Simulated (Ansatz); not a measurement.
# A self-consistent single point of LaOF (P4/nmm, 6 atoms in the cell) with Ansatz

Computed with LDA (PW92), default PAW files made with PBE (plane waves; Ansatz, an electronic-structure program).

The input file:

Ansatz 0.2 input:
```yaml
# LaOF
crystal:
  lattice:
    - [4.08958600, 0.00000000, 0.00000000]
    - [0.00000000, 4.08958600, 0.00000000]
    - [0.00000000, 0.00000000, 5.84299000]
  atoms:
    - { symbol: La, position: [0.50000000, 0.00000000, 0.71571000] }
    - { symbol: La, position: [0.00000000, 0.50000000, 0.28429000] }
    - { symbol: O, position: [0.00000000, 0.00000000, 0.50000000] }
    - { symbol: O, position: [0.50000000, 0.50000000, 0.50000000] }
    - { symbol: F, position: [0.50000000, 0.50000000, 0.00000000] }
    - { symbol: F, position: [0.00000000, 0.00000000, 0.00000000] }
basis:
  ecutwfc: 420.0
kpoints:
  mp_grid:
    grid: [6, 6, 4]
hamiltonian:
  xc: lda
  pseudopotentials:
    kind: paw
scf:
  occupations:
    method: fermi_dirac
    width: 0.05
output:
  forces: true
  eigenvalues: true
  stress: true
```

Output, abridged:

```
WARN ansatz: RAYON_NUM_THREADS=1 ignored (pool sized by the plan → 1); use --threads N
Pseudopotentials: kind: paw
Pseudopotential: La, paw, valence charge 11
Pseudopotential: O, paw, valence charge 6
Pseudopotential: F, paw, valence charge 7
Crystal: 6 atoms, lattice volume = 97.722 Å³
Basis set: ecut = 420 eV, 1907 PW (Γ)
Bands: 30, of which v1, the nominal top of the filled ones, is band 24 counted from 1 (23 counted from 0)
Symmetry: 16 space group operations
Space group: P4/nmm (ITA 129), of the structure as read, at distance tolerance 4.6e-5 Å
k-points: 30 of 144
PAW frozen core: La, regenerated for the run's functional, and the local potential with it
PAW frozen core: O, regenerated for the run's functional, and the local potential with it
PAW frozen core: F, regenerated for the run's functional, and the local potential with it
Initial density: superposition of atomic densities (neutral atoms: chi_scale 0, normalization atom), corrected by the library's trained network
Initial wavefunctions: pseudopotential atomic-orbital guess
Eigensolver: davidson
Functional: x = slater, c = lda
SCF iter   1: F=—  HF=-14863.139455 eV  |F-HF|=—  |Δ(HF+E_count)|=         —  Δρ=1.78e-2  dr2=2.67e-1  ethr=1.77e-3  ⟨swp⟩=6.0  Hψ=3839  notcnv=0
all-band conjugate gradients solve this SCF's bands
preconditioner: auto → Resta (q_TF=auto, 2.423 Å⁻¹)
SCF iter   2: F=—  HF=-14863.082215 eV  |F-HF|=—  |Δ(HF+E_count)|=   5.72e-2  Δρ=6.53e-3  dr2=2.10e-2  ethr=5.56e-4  ⟨swp⟩=3.9  Hψ=2098  notcnv=0  defer=49
SCF iter   3: F=—  HF=-14863.077172 eV  |F-HF|=—  |Δ(HF+E_count)|=   5.04e-3  Δρ=1.97e-3  dr2=2.27e-3  ethr=4.38e-5  ⟨swp⟩=3.0  Hψ=1587  notcnv=0  defer=49
SCF iter   4: F=—  HF=-14863.076844 eV  |F-HF|=—  |Δ(HF+E_count)|=   3.28e-4  Δρ=9.92e-4  dr2=7.73e-4  ethr=4.74e-6  ⟨swp⟩=2.0  Hψ=1559  notcnv=0  defer=49
SCF iter   5: F=—  HF=-14863.076679 eV  |F-HF|=—  |Δ(HF+E_count)|=   1.65e-4  Δρ=1.60e-4  dr2=4.29e-5  ethr=1.61e-6  ⟨swp⟩=2.0  Hψ=1501  notcnv=0  defer=49
SCF iter   6: F=—  HF=-14863.076692 eV  |F-HF|=—  |Δ(HF+E_count)|=   1.33e-5  Δρ=5.75e-5  dr2=2.90e-6  ethr=8.94e-8  ⟨swp⟩=2.6  Hψ=1531  notcnv=0  defer=49
SCF iter   7: F=-14863.076693 eV  HF=-14863.076693 eV  |F-HF|=8.40e-8  |Δ(HF+E_count)|=   1.03e-6  Δρ=1.00e-5  dr2=7.93e-8  ethr=2.08e-10  ⟨swp⟩=13.1  Hψ=5334  notcnv=0
SCF 1 converged in 7 iterations: F = -14863.076693 eV  dr2 = 7.93e-8
SCF converged after 7 iterations
Free energy (F): -14863.076693 eV
Harris-Foulkes:  -14863.076693 eV  (|F-HF|=8.40e-8)
Internal energy: -14863.076693 eV  (E = F + TS)
E sigma→0 (E₀):  -14863.076693 eV
Fermi energy:    9.779417 eV
--- Per-component energies (eV) ---
  E_band       = -114.554430
  E_kinetic    = 1141.766606
  E_local      = -2488.989318  (includes V_loc(G=0)·N_el)
  E_nonlocal   = 450.997686
  E_hartree    = 904.891044
  E_xc         = -579.159122
  E_vxc        = -685.105746  (∫ρ·V_xc dr)
  E_paw        = -11157.862237  (= ΣΔE_a)
  E_vpaw       = -343.017659  (= ΣTr[D̂ρ^β])
  E_aug_tail   = 0.009053  (compensation charges beyond the density's cutoff)
  E_ewald      = -3135.796184
  E_core_change = 1.065779  (= ΣΔE_core)
  E_smearing   = -0.000000  (= −TS)
  E_closure    = -0.000000  (closes the sum)
  Σ components = -14863.076693   (vs F -14863.076693, Δ=0.00e0)
--- Forces (eV/Å), atoms counted from 1 ---
  atom   1  La     0.00000000     0.00000000    -0.22937143
  atom   2  La     0.00000000     0.00000000     0.22937143
  atom   3  O      0.00000000     0.00000000     0.00000000
  atom   4  O      0.00000000     0.00000000    -0.00000000
  atom   5  F      0.00000000     0.00000000     0.00000000
  atom   6  F      0.00000000     0.00000000     0.00000000
  max |Σ_I F_I| component: 2.43e-17 eV/Å
--- Stress (GPa, compression-positive) ---
       -7.669821       0.000000       0.000000
        0.000000      -7.669821       0.000000
        0.000000       0.000000      -7.336635
  P = ⅓ Tr σ = -7.5588 GPa (-75.588 kbar)
  The stress holds the Pulay correction. Without it, at fixed plane waves, as pw.x and ABINIT print it: P = -8.2287 GPa
--- Band table (eV; the first three rows and the last of 30) ---
  k-point 0: bands = ["-22.1705", "-21.9391", "-14.0956", "-13.6922", "-8.7987", "-7.4182", "-5.9885", "-5.9885", "-5.5074", "-5.4748", "-5.4748", "-3.9323", "3.3116", "3.3116", "3.4380", "3.4892", "4.7452", "4.7452", "6.1527", "6.1527", "6.1540", [...]
  k-point 1: bands = ["-22.1478", "-21.9636", "-14.0877", "-13.6915", "-8.8333", "-7.4245", "-5.9469", "-5.9469", "-5.5235", "-5.5235", "-5.4024", "-4.0253", "3.3938", "3.3938", "3.6381", "3.6795", "4.6456", "4.6456", "5.8373", "6.1085", "6.1216", [...]
  k-point 2: bands = ["-22.1164", "-21.9967", "-14.0798", "-13.6907", "-8.8670", "-7.4307", "-5.8928", "-5.8928", "-5.5847", "-5.5847", "-5.2838", "-4.1325", "3.4916", "3.4916", "3.9036", "3.9223", "4.5276", "4.5276", "5.4626", "5.7496", "6.1027", [...]
  k-point 29: bands = ["-21.9534", "-21.9534", "-13.9744", "-13.9744", "-9.1821", "-9.1821", "-5.9742", "-5.9742", "-5.5924", "-5.5924", "-3.8365", "-3.8365", "3.4473", "3.4473", "4.2719", "4.2719", "4.8377", "4.8377", "5.7926", "5.7926", "7.0314", [...]
```

The run converged in 7 iterations.

The starting cell comes from a database of computed structures (which also holds hypothetical and non-ambient phases and stackings), without a prior relaxation at this level. Its lattice was rescaled by up to half a per cent. With a pressure of about -8 GPa the cell is away from its equilibrium volume at this level. Ansatz's pressure includes its estimate of the finite-basis (Pulay) stress. Without the estimate this run gives -8.23 GPa.
